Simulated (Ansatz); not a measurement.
The starting structures come from a database of crystals and need not be the phases stable at ambient conditions.

Here is the system:

```
CELL_PARAMETERS angstrom
      6.37581     0.00000     0.00000
      0.00000     6.45422     0.00000
      0.00000    -2.53018     5.98547
ATOMIC_POSITIONS crystal
  Sb 0.63538 0.14397 0.37935
  Sb 0.36462 0.85603 0.62065
  Sb 0.13538 0.85603 0.12065
  Sb 0.86462 0.14397 0.87935
  Os 0.00460 0.28682 0.30018
  Os 0.99540 0.71318 0.69982
  Os 0.50460 0.71318 0.19982
  Os 0.49540 0.28682 0.80018
  Se 0.36550 0.34953 0.18221
  Se 0.63450 0.65047 0.81779
  Se 0.86550 0.65047 0.31779
  Se 0.13450 0.34953 0.68221
```

Space group of this cell: P2_1/c. The cell is taken as given; by r2SCAN its mean pressure is -2.7 GPa.

Transport runs along the normal of the first two printed cell vectors.

No gap correction and no spin-orbit coupling; mid-gap values are interpolated between computed energies.

**Question.** Give the band gap and the smallest decay constant κ at mid-gap that r2SCAN (Ansatz, a first-principles code) yields.

**Answer.** Gap 1.22 eV on a 6×6×6 mesh; κ = 0.190 1/Å, at (0.000, 0.500) of the in-plane reciprocal vectors. At the zone centre, at the nearest computed energy, the slowest state has κ = 0.26 1/Å.
